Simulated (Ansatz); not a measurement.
Base system: MgSe in the rock salt structure (space group Fm-3m, No. 225; a = 5.450 Å).

Perturbation: a hydrostatic pressure of 9 GPa.

Levels (all Ansatz, an electronic-structure program, PAW): PBEsol (420 eV, no SOC); r2SCAN (500 eV, no spin-orbit coupling).

The geometry is relaxed with PBEsol.

- PBEsol hole mass: 0.18, 0.68, 0.68 mₑ (at Γ)
- PBEsol electron mass: 0.50 mₑ along k, 0.24 mₑ across (at X)
- PBEsol band gap: 1.95 eV

With r2SCAN at the same geometry, the hole mass (degenerate bands, along [100]) becomes 0.22, 0.69, 0.69 mₑ (at Γ) (PBEsol: 0.18, 0.68, 0.68 mₑ (at Γ)); the electron mass becomes 0.50 mₑ along k, 0.25 mₑ across (at X) (PBEsol: 0.50 mₑ along k, 0.24 mₑ across (at X)); the band gap goes up by 0.74 eV, from 1.95 eV to 2.69 eV.

Single points use the geometry relaxed with PBEsol. Their cutoffs differ, which shifts pressures a little. Load acts through the strain it causes; cell and atoms are relaxed under it. Masses are band curvatures over ±0.01 Å⁻¹ around the edge. Along k means along the line from Γ to the band edge. Stability against distortions was not tested. No other phases were tried under pressure.
